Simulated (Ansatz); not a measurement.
A relaxation of cell and atoms of Bi (R-3m, 2 atoms in the cell) with Ansatz (an electronic-structure program).

Computed with PBEsol, default PAW files made with PBE (plane waves; Ansatz).

The change in words: atoms on their sites; basis.ecutwfc: 420 eV → 840 eV; relax: default → cell and atoms. Reference geometry:
```
Bi
1.0
    4.14499    -2.26363     0.00000
    4.14499     2.26363     0.00000
    2.90880     0.00000     3.72073
Bi
2
Direct
  0.23824   0.23824   0.23824
  0.76600   0.76600   0.76600
```

Reference input (self-consistent single point, DFT, PBEsol, plane waves, default PAW files made with PBE): basis.ecutwfc = 420 eV; kpoints.mp_grid.grid = 9 9 9; hamiltonian.xc = pbesol; hamiltonian.pseudopotentials = {kind: paw} (the program's default PAW files); scf.occupations.method = gaussian; scf.occupations.width = 0.1 eV. This run's input differs from it in these lines:

Ansatz 0.2 input:
```diff
@@ -6,6 +6,6 @@
   atoms:
-    - { symbol: Bi, position: [0.238237, 0.238237, 0.238237] }
+    - { symbol: Bi, position: [0.234000, 0.234000, 0.234000] }
     - { symbol: Bi, position: [0.766000, 0.766000, 0.766000] }
 basis:
-  ecutwfc: 420.0
+  ecutwfc: 840.0
 kpoints:
@@ -21,2 +21,4 @@
     width: 0.1
+relax:
+  cell: {}
 output:
```

Output, abridged:

```
   [... SCF lines of the steps left out ...]
relax step   1: F+E_penalty+E_count = -24484.00920063 eV  Δ(F+E_penalty+E_count) = +0.000e0 eV  max|allowed force component| = 1.562e-1 eV/Å  Δτ_max = 0.0000 Å  P = -0.045 GPa  Ω = 69.821 Å³  (6 SCF iters, dr2 threshold 1.00e-7 eV, accepted)
relax step   2: F+E_penalty+E_count = -24484.01263945 eV  Δ(F+E_penalty+E_count) = -3.439e-3 eV  max|allowed force component| = 4.915e-2 eV/Å  Δτ_max = 0.0294 Å  P = -0.344 GPa  Ω = 69.441 Å³  energy of the carried Pulay correction = +4.922e-6 eV  [...]
   [... lines left out ...]
relax step   5: F+E_penalty+E_count = -24484.01426702 eV  Δ(F+E_penalty+E_count) = -5.029e-5 eV  max|allowed force component| = 6.020e-4 eV/Å  Δτ_max = 0.0021 Å  P = -0.000 GPa  Ω = 68.868 Å³  energy of the carried Pulay correction = +1.244e-5 eV  [...]
relax step   6: F+E_penalty+E_count = -24484.01425502 eV  Δ(F+E_penalty+E_count) = +1.200e-5 eV  max|allowed force component| = 6.025e-4 eV/Å  Δτ_max = 0.0000 Å  P = -0.001 GPa  Ω = 68.868 Å³  stress off target by 1.09e-2 GPa  SCF on the basis [...]
basis re-selected at this cell: Δ(F+E_penalty+E_count) = +1.200e-5 eV, ΔP = -0.000 GPa vs the last step
the relaxation is at rest under the 12 symmetry operations that the run kept from its start: a minimum is not shown …
Stability not checked: this state was not tested for a lower state beside it, because too few of the mixer's solves of this state at the end of the SCF gave a …
Free energy (F): -24484.014255 eV
Internal energy: -24484.013124 eV  (E = F + TS)
   [... lines left out ...]
Fermi energy:    9.834986 eV
   [... lines left out ...]
  cell:  # Å, volume = 68.8680 Å³
    - [4.096680897233931, -2.2627658792699594, -0.015528136738819849]
    - [4.096680897233931, 2.2627658792699594, -0.015528136738819849]
    - [2.860959716299812, 5.2318059413330076e-20, 3.703789197955256]
  atoms:
    - { symbol: Bi, position: [0.23654488940450782, 0.23654488940450782, 0.2365448894045079] }
    - { symbol: Bi, position: [0.7634551105954918, 0.7634551105954918, 0.7634551105954923] }
```

The run converged.  The full log also holds: “iter 5 did not close the SCF: its close was put off for the readings that it lacked (scf_convergence_deferred on its scf_iter line)”.

Summary of the result:
| Item | Value |
|---|---|
| Free energy E − TS (on the zero of these files) | -24484.0143 eV |
| Fermi level (on the code's own zero) | 9.83 eV |
| Pressure | 0.00 GPa |
| Final cell | a = b = c = 4.6801 Å, α = β = γ = 57.83° |
| Final volume per atom | 34.43 Å³ |
| Relaxation steps | 6 |

The starting cell has typed, rounded lattice constants, without a prior relaxation at this level. Its lattice was rescaled by up to half a per cent. The relaxation keeps the symmetry of its start, so its end need not be a minimum. Ansatz's pressure includes its estimate of the finite-basis (Pulay) stress.

Cost on one core of a shared machine: roughly 90 s.
